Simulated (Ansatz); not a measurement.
**Pressure series in CuI**

The reference is CuI in the zinc blende structure (space group F-43m, No. 216; a = 6.079 Å).

Cell and atoms are relaxed at each pressure.

The values are results of DFT with PBE, PAW potentials and a 420 eV plane-wave cutoff in Ansatz (a quantum-chemistry and plane-wave program), without spin-orbit coupling, not measurements.

```csv
pressure (GPa),volume per atom (Å³/atom)
-2,29.813
-1,28.865
0,28.080
1.8,?
4.2,25.762
9,24.065
18,21.994
30,20.228
45,18.738
```

### Question
Fit the third-order Birch–Murnaghan form P(V) = (3B₀/2)[(V₀/V)^(7/3) − (V₀/V)^(5/3)]·[1 + (3/4)(B₀′ − 4)((V₀/V)^(2/3) − 1)] (squares taken in P) to the rows shown and predict the withheld row.

### Answer
Least squares on the printed values gives V₀ = 28.083 Å³/atom, B₀ = 39.4 GPa, B₀′ = 5.1; this predicts 26.951 Å³/atom, and the run gives 26.942 Å³/atom, 0.009 lower.

Measured bulk modulus of CuI: 36.6 GPa (temperature not stated; as listed in Abhijith M. Gopakumar et al., Physical Chemistry Chemical Physics (2017)); the computed value is for a static lattice, so the two differ by thermal effects too.

Load acts through the strain it causes; cell and atoms are relaxed under it. Whether these cells are dynamically stable was not tested. Tetrahedral semiconductors of this kind turn to denser phases somewhere between about 1 and 50 GPa; those were not computed, so compressed cells here can lie past the real transition. The final runs are not spin-polarised.
